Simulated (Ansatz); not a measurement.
Start from TaRu in the CsCl type structure (space group Pm-3m, No. 221; a = 3.141 Å; relaxed with 0.1 eV smearing). Axes: x, y, z lie along the cube axes.

Method: PBEsol (Ansatz, a first-principles code; PAW; 420 eV plane waves; scalar-relativistic without spin-orbit coupling).

Modification: compressive biaxial strain of 1.90 % in the plane normal to [110], as in epitaxy on a mismatched substrate; the out-of-plane cell vector and the atoms relax.

Question: How does this affect the out-of-plane strain?

Answer: The out-of-plane strain comes out as +2.80 %.

Question: What does the calculation give for the energy relative to the base after the change?

Answer: The energy increases by 8.7 meV/atom.

Question: What happens to the in-plane stress?

Answer: The mean in-plane stress (compression positive) amounts to +5.0 GPa.

Stability against distortions was not tested. All final runs are without spin polarisation. An odd electron count without spin: TaRu.
